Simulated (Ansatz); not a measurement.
Cu₃N (space group Pm-3m, No. 221)

```cif
data_Cu3N
_chemical_formula_sum 'N1 Cu3'
_space_group_name_H-M_alt 'P 1'
_space_group_IT_number 1
_cell_length_a 3.82686
_cell_length_b 3.82686
_cell_length_c 3.82686
_cell_angle_alpha 90.000
_cell_angle_beta 90.000
_cell_angle_gamma 90.000
loop_
_space_group_symop_operation_xyz
  'x, y, z'
loop_
_atom_site_label
_atom_site_type_symbol
_atom_site_fract_x
_atom_site_fract_y
_atom_site_fract_z
_atom_site_occupancy
N1 N 0.00000 0.00000 0.00000 1
Cu1 Cu 0.50000 0.00000 0.00000 1
Cu2 Cu 0.00000 0.00000 0.50000 1
Cu3 Cu 0.00000 0.50000 0.00000 1
```

The values are results of Ansatz (an electronic-structure program), PBE, PAW, cutoff 420 eV, scalar-relativistic without spin-orbit coupling, not measurements. Settings: 9×9×9 k-points, 0.05 eV Fermi–Dirac smearing.

| Item | Result |
|---|---|
| Volume per atom | 14.01 Å³ |
| Density | 6.06 g/cm³ |
| Band gap | 0.22 eV, indirect, R → M |
| Hole mass (degenerate bands, along [100]) | 0.14, 0.14, 2.1 mₑ |
| Lowest conduction-band minima above the VBM | M along ⟨110⟩ 0.22 eV; Γ 0.97 eV; X along ⟨100⟩ 1.52 eV |
| Total energy | -5064.584 eV/atom (σ→0; compares only within this code and set-up) |

Effective masses come from finite differences of ±0.01 Å⁻¹. No phonon test of stability was made. The final runs are not spin-polarised. A zero or small gap of Cu3N can be the functional's error rather than a property of the material.
